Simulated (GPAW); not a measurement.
Band structure of AlInAg₂Se₄ (I-4, 8 atoms in the cell).

```xyz
8
Lattice="-3.0592 3.0592 5.8024 3.0592 -3.0592 5.8024 3.0592 3.0592 -5.8024" Properties=species:S:1:pos:R:3 pbc="T T T"
Al     3.0592     0.0000     2.9012
In     0.0000     0.0000     0.0000
Ag     0.0000     3.0592     2.9012
Ag     0.0000     0.0000     5.8024
Se     1.6516     1.4330     4.2654
Se     4.4922     1.4076     1.5369
Se     1.4076     1.6262    -1.5369
Se    -1.4330     1.6516     7.3393
```

Level of theory: LDA (Perdew-Wang 92), GPAW PAW datasets LDA (gpaw-data 1.0.1) (plane waves; GPAW).

Settings: mode = pw; ecut = 600 eV; xc = LDA; kpts = 3 3 3; mesh shift (steps) = 0 0 0; occupations.name = fermi-dirac; occupations.width = 0.05 eV; nbands = -8; convergence.density = 1e-05 e/electron; convergence.bands = -6; symmetry.symmorphic = false; symmetry.tolerance = 0.0005; maxiter = 150; bandpath_npoints = 40.

The starting cell comes from a database of computed structures (which also holds hypothetical and non-ambient phases and stackings), without a prior relaxation at this level.

Question: Predict the gap along the standard path and the places of the band edges.

Answer: The gap along the path is 0.25 eV, direct at Γ to within 0.01 eV.

Levels in eV from the top of the valence band on the SCF mesh, bands 34 to 41:
| point | 34 | 35 | 36 | 37 | 38 | 39 | 40 | 41 |
|---|---|---|---|---|---|---|---|---|
| Γ | -1.60 | -0.15 | -0.15 | 0.00 | 0.25 | 2.57 | 3.03 | 4.45 |
| X | -0.79 | -0.62 | -0.33 | -0.31 | 1.35 | 2.23 | 3.32 | 3.55 |
| Y | -0.81 | -0.68 | -0.53 | -0.43 | 1.57 | 2.44 | 3.71 | 3.79 |
| S | -1.33 | -1.19 | -0.65 | -0.20 | 2.09 | 2.88 | 3.32 | 3.77 |
| Z | -1.15 | -1.15 | -0.72 | -0.72 | 2.08 | 2.65 | 2.65 | 3.05 |
| S1 | -1.33 | -1.19 | -0.65 | -0.20 | 2.09 | 2.88 | 3.32 | 3.77 |
| N | -1.36 | -1.11 | -0.84 | -0.24 | 2.03 | 3.43 | 3.48 | 4.28 |
| P | -0.73 | -0.72 | -0.62 | -0.39 | 1.73 | 2.69 | 2.86 | 3.19 |
| Y1 | -0.81 | -0.68 | -0.53 | -0.43 | 1.57 | 2.44 | 3.71 | 3.79 |
